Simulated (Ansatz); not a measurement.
Consider HfO₂ in the fluorite structure (space group Fm-3m, No. 225).

```xyz
3
Lattice="0.0000 2.5491 2.5491 2.5491 0.0000 2.5491 2.5491 2.5491 0.0000" Properties=species:S:1:pos:R:3 pbc="T T T"
Hf     0.0000     0.0000     0.0000
O      1.2745     1.2745     1.2745
O      3.8236     3.8236     3.8236
```

The values are results of PBE (Ansatz, an electronic-structure program, PAW, without spin-orbit coupling), earlier PAW set, not measurements.

One change was made to it. Results:

The band gap goes up by 0.456 eV to 4.20 eV; the width of the top valence band rises by 0.21 eV to 2.03 eV; the electron mass (degenerate bands, along [100]) comes out as 0.38, 1.6 mₑ (at Γ); the volume per atom drops by 2.00 Å³ to 9.04 Å³.

Which change produced these results?
A) pressure 7 GPa
B) pressure 75 GPa
C) pressure 15 GPa
D) pressure 3 GPa
E) pressure 30 GPa

B, pressure 75 GPa. For comparison, the band gap in the other runs: pressure 30 GPa gives 3.98 eV; pressure 7 GPa gives 3.81 eV; pressure 15 GPa gives 3.88 eV; pressure 3 GPa gives 3.78 eV.

With Hf present, leaving out spin-orbit coupling can change the band edges. Load acts through the strain it causes; cell and atoms are relaxed under it. Effective masses come from finite differences of ±0.01 Å⁻¹. Whether these cells are dynamically stable was not tested. Competing high-pressure phases were not computed. This is not the structure that HfO2 has at room temperature and ambient pressure.
